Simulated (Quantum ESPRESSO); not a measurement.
Worked example: self-consistent single point of Si₂Mo (I4/mmm, 3 atoms in the cell) in Quantum ESPRESSO.

Method of the run: PBE, GBRV 1.5 ultrasoft (PBE) pseudopotentials (plane waves; Quantum ESPRESSO).

```
CELL_PARAMETERS angstrom
     -1.56240     1.56240     3.81117
      1.56240    -1.56240     3.81117
      1.56240     1.56240    -3.81117
ATOMIC_POSITIONS crystal
  Si 0.66457 0.66457 0.00000
  Si 0.33543 0.33543 0.00000
  Mo 0.00000 0.00000 0.00000
```

Reference input (self-consistent single point, DFT, PBE, plane waves, GBRV 1.5 ultrasoft (PBE) pseudopotentials): ecutwfc = 40 Ry; ecutrho = 320 Ry; occupations = smearing; smearing = cold; degauss = 0.0036749 Ry; potentials = {Si: si_pbe_v1.uspp.F.UPF, Mo: mo_pbe_v1.uspp.F.UPF}; K_POINTS = automatic 15 15 15 0 0 0; conv_thr = 1e-10 Ry; mixing_beta = 0.3. This run's input differs from it in these lines:

```diff
@@ -33,3 +33,3 @@
 K_POINTS automatic
-15 15 15  0 0 0
+16 16 16  0 0 0
```

Log, with long lists cut:

```
     Self-consistent Calculation

     iteration #  1     ecut=    40.00 Ry     beta= 0.30

     Threshold (ethr) on eigenvalues was too large:
     Diagonalizing with lowered threshold

     total energy              =    -158.62152048 Ry
     estimated scf accuracy    <       0.06295134 Ry

     iteration #  2     ecut=    40.00 Ry     beta= 0.30

     total energy              =    -158.62465567 Ry
     estimated scf accuracy    <       0.01722473 Ry

     iteration #  3     ecut=    40.00 Ry     beta= 0.30

     total energy              =    -158.62337055 Ry
     estimated scf accuracy    <       0.00601643 Ry

   [... 8 blocks of this kind left out ...]

     iteration # 12     ecut=    40.00 Ry     beta= 0.30

     total energy              =    -158.62396311 Ry
     estimated scf accuracy    <          1.3E-10 Ry

     iteration # 13     ecut=    40.00 Ry     beta= 0.30
     End of self-consistent calculation

     Number of k-points >= 100: set verbosity='high' to print the bands.

     the Fermi energy is    17.5203 ev

!    total energy              =    -158.62396311 Ry
     estimated scf accuracy    <          4.9E-12 Ry
     smearing contrib. (-TS)   =       0.00000116 Ry
     internal energy E=F+TS    =    -158.62396427 Ry

     convergence has been achieved in  13 iterations

     Forces acting on atoms (cartesian axes, Ry/au):

     atom    1 type  1   force =     0.00000000    0.00000000    0.01098352
     atom    2 type  1   force =     0.00000000    0.00000000   -0.01098352
     atom    3 type  2   force =     0.00000000    0.00000000    0.00000000

     Total force =     0.015533     Total SCF correction =     0.000001

          total   stress  (Ry/bohr**3)                   (kbar)     P=      226.92
   0.00143861   0.00000000   0.00000000          211.63        0.00        0.00
   0.00000000   0.00143861   0.00000000            0.00      211.63        0.00
   0.00000000   0.00000000   0.00175045            0.00        0.00      257.50

   JOB DONE.
```

The run converged in 13 iterations. Against the reference run the free energy stays essentially unchanged (within 1 meV/atom), the pressure stays at 22.69 GPa and the largest force goes from 0.296 to 0.282 eV/Å.

The starting cell comes from a database of computed structures (which also holds hypothetical and non-ambient phases and stackings), without a prior relaxation at this level. Its lattice was rescaled by a random factor within 2.5 % of one. Spin polarisation is off.

Cost on one core of a shared machine: roughly 5 min.
